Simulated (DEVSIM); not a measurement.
Device: abrupt Si p-n junction, at 250 K.

Layer 1 from the left is Si, thickness (μm) 11.0, Na (cm⁻³) 7.4e18, τn (s) 1.3e-6, τp (s) 1.3e-6. Layer 2 from the left is Si, thickness (μm) 1.60, Nd (cm⁻³) 2.1e14, τn (s) 1.3e-6, τp (s) 1.3e-6.

Left contact: ohmic. Right contact: ohmic. Voltage is applied to the left contact. Recombination: SRH at mid-gap. Mobility is μmin + (μ − μmin)/(1 + (N/Nref)^α).

This is a model device: material constants are rounded textbook-type values typed into the input, and sizes, dopings and lifetimes were drawn at random. Values at 300 K; Nc and Nv go as T^1.5, mobilities as T to minus their exponent, the gap by Varshni's rule with the affinity fixed.

Si: gap (eV) 1.124, affinity (eV) 4.05, permittivity 11.7, Nc (cm⁻³) 2.86e19, Nv (cm⁻³) 3.1e19, μn (cm²/Vs) 1417, μp (cm²/Vs) 470, μn,min 52, μp,min 45, Nref,n 9.7e16, Nref,p 2.2e17, αn 0.68, αp 0.72, T exponent of μn 2.3, T exponent of μp 2.2, Varshni α (eV/K) 0.000473, Varshni β (K) 636.

Model (solved in DEVSIM): 1D drift-diffusion, Boltzmann statistics, complete ionisation; no tunnelling, impact ionisation, image-force lowering or self-heating.

Question: What does the simulation give for the dark forward voltage at 100 A/cm², the dark forward voltage at 1 A/cm²?

Answer: dark forward voltage at 100 A/cm² 0.758 V; dark forward voltage at 1 A/cm² 0.605 V.
